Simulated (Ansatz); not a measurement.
An Ansatz (a first-principles code) run: BaP3; Kohn–Sham DFT with the r2SCAN functional, run in Ansatz with PAW and 500 eV plane waves, no spin-orbit coupling, earlier PAW set.

Input:

Ansatz 0.2 input:
```yaml
crystal:
  lattice:
    - [5.8778685436, -3.8515030315, 0]
    - [5.8778685436, 3.8515030315, 0]
    - [-1.826601457, 0, 4.4242612635]
  atoms:
    - { symbol: Ba, position: [0.826400577, 0.826400577, 0.6859106745] }
    - { symbol: Ba, position: [0.173599423, 0.173599423, 0.3140893255] }
    - { symbol: P, position: [0.5910874482, 0.5910874482, 0.9772859203] }
    - { symbol: P, position: [0.4089125518, 0.4089125518, 0.0227140797] }
    - { symbol: P, position: [0.1845572472, 0.6493492179, 0.2916472605] }
    - { symbol: P, position: [0.8154427528, 0.3506507821, 0.7083527395] }
    - { symbol: P, position: [0.3506507821, 0.8154427528, 0.7083527395] }
    - { symbol: P, position: [0.6493492179, 0.1845572472, 0.2916472605] }
basis: { ecutwfc: 500, ecutrho_ratio: 4, xc_grid: 4, fft_grid_basis: typed }
kpoints: { mp_grid: { grid: [5, 5, 8] } }
hamiltonian:
  xc: r2scan
  dispersion: none
  pseudopotentials: { azcp: { folder: ./paw }, kind: paw }
scf: { occupations: { method: fermi_dirac, width: 0.05 }, convergence: { dr2_threshold: 0.0000000008 } }
output: { forces: true, stress: true }
```

Output (explanatory and most iteration lines left out):

```
Pseudopotential: Ba, paw, valence charge 10
Pseudopotential: P, paw, valence charge 5
Crystal: 8 atoms, lattice volume = 200.318 Å³
Basis set: ecut = 500 eV, 5079 PW (Γ), exchange–correlation on 216×216×144 points (64 copies of the dense FFT grid, shifted against one another)
Bands: 33, of which v1, the nominal top of the filled ones, is band 25 counted from 1 (24 counted from 0)
Symmetry: 4 space group operations
Space group: C2/m (ITA 12), of the structure as read, at distance tolerance 5.9e-5 Å
k-points: 63 of 200
Functional: x = r2scan, c = r2scan; τ floored in thin density (d = 2e-4 eV/Å³)
SCF iter   1: F=—  HF=-16492.723380 eV  |F-HF|=—  |Δ(HF+E_count)|=         —  Δρ=3.89e-2  dr2=9.87e0  dr2_τ=5.57e-2  ethr=3.10e-3  ⟨swp⟩=11.9  Hψ=14471  notcnv=0
SCF iter   2: F=—  HF=-16490.939430 eV  |F-HF|=—  |Δ(HF+E_count)|=    1.78e0  Δρ=1.92e-2  dr2=1.01e0  dr2_τ=2.90e-2  ethr=3.10e-3  ⟨swp⟩=5.5  Hψ=5811  notcnv=0  defer=153
SCF 1 converged in 9 iterations: F = -16490.892884 eV  dr2 = 4.24e-10
SCF converged after 9 iterations
Free energy (F): -16490.892884 eV
Internal energy: -16490.892875 eV  (E = F + TS)
E sigma→0 (E₀):  -16490.892879 eV
Entropy (-TS):   -0.000008 eV (-0.001 meV/atom)
Fermi energy:    7.789389 eV
--- Forces (eV/Å), atoms counted from 1 ---
  atom   1  Ba     0.00089539    -0.00000000     0.00097481
  atom   2  Ba    -0.00089539     0.00000000    -0.00097481
  atom   3  P     -0.00391677     0.00000000     0.00464111
  atom   4  P      0.00391677    -0.00000000    -0.00464111
  atom   5  P     -0.00124915     0.00210058     0.00170340
  atom   6  P      0.00124915    -0.00210058    -0.00170340
  atom   7  P      0.00124915     0.00210058    -0.00170340
  atom   8  P     -0.00124915    -0.00210058     0.00170340
--- Stress (GPa, compression-positive) ---
       -0.008787       0.000000       0.002168
        0.000000      -0.001055      -0.000000
        0.002168      -0.000000      -0.002816
  P = ⅓ Tr σ = -0.0042 GPa (-0.042 kbar)
```

No phonon test of stability was made. The cell is BaP3 (space group C2/m, No. 12; a cell from a computed database, its experimental status unchecked).
